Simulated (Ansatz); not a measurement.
The parent structure is Nb in the bcc (W type) structure (space group Im-3m, No. 229).

```
CELL_PARAMETERS angstrom
     -1.65135     1.65135     1.65135
      1.65135    -1.65135     1.65135
      1.65135     1.65135    -1.65135
ATOMIC_POSITIONS crystal
  Nb 0.00000 0.00000 0.00000
```

The other end (x = 1) is Zr in the bcc (W type) structure (space group Im-3m, No. 229; a model cell): 22.94 Å³/atom, gap zero; this end may not be an ambient phase.

Method: DFT with r2SCAN, PAW potentials and a 500 eV plane-wave cutoff in Ansatz (a quantum-chemistry and plane-wave program), scalar-relativistic without spin-orbit coupling.

Zr replaces a fraction x of Nb; each row is one arrangement (x, atoms in the cell, starting space group or random), fully relaxed.

One change was made to it. Results:

```csv
quantity,base,after
mixing energy (to 0.01 eV only: unlike meshes or grids),–,+0.01 eV/atom
shortest interatomic distance,2.860 Å,2.772 Å
deviation of the volume from the linear (Vegard-type) interpolation,–,+0.4 %
```

Q: Which change produced these results?
A. x(Zr) = 0.25, 4 atoms, Fm-3m
B. x(Zr) = 0.333, 3 atoms, I4/mmm
C. x(Zr) = 0.75, 4 atoms, P4/mmm

A: B, x(Zr) = 0.333, 3 atoms, I4/mmm. For comparison, the mixing energy in the other runs: x(Zr) = 0.25, 4 atoms, Fm-3m gives +0.06 eV/atom; x(Zr) = 0.75, 4 atoms, P4/mmm gives +0.06 eV/atom.

Each cell is one ordered arrangement of few atoms, which overstates ordering effects compared with a random alloy. No phonon test of stability was made. The final runs are not spin-polarised. An odd electron count without spin: ZrNb3 and Zr3Nb. ZrNb3 and Zr3Nb have a high density of states at the Fermi level and may be magnetic at this level. This is not the structure that Zr has at room temperature and ambient pressure.
